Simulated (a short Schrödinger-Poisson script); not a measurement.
System: MOS inversion layer, SiO2 on p-type Ge(100), at 300 K.

```
layer  material  thickness (nm)  Na (cm⁻³)
-----  --------  --------------  ---------
1          SiO2             2.8          -
2            Ge            1600       7e16
```

The device is made up for the run: typed textbook-type constants, with dimensions and the other settings drawn at random. SiO2: permittivity 3.9, conduction-band edge (eV) 3.1, gap (eV) 9, electron mass (mₑ) 0.5. Ge: permittivity 16, conduction-band edge (eV) 0, gap (eV) 0.664, Nv at 300 K (cm⁻³) 6e18.

Channel valleys (confinement mass, in-plane density-of-states mass, number): L4 0.12, 0.295, 4. At the gate the conduction-band edge of layer 1 lies 3.14 eV − eVg above the Fermi level of the channel; the field vanishes at the back. Gaps are held at their typed values at every temperature. Mesh 0.03 nm at interfaces.

Solved with a short Schrödinger-Poisson script written for these runs: 1D Poisson equation in equilibrium, electrons quantum, Hartree (BenDaniel-Duke, 12 states a valley, the channel's in-plane mass for all, wave functions free to enter the dielectric), parabolic valleys, classical holes, full ionisation, no traps, pinning or gate leakage.

At Vg = 1.6 V the centroid of the electrons lies 2.57 nm from the interface.

Question: Estimate the gate capacitance as the dielectric in series with that distance, and compare.

Answer: The dielectric alone has 1.23 μF/cm²; in series with 2.57 nm of the channel's permittivity, 1.01 μF/cm²; the run gives 1.08 μF/cm². The estimate leaves out the density-of-states capacitance and the centroid's move with voltage. Only the L valleys are kept; under strong confinement the Δ valleys of Ge fill too.
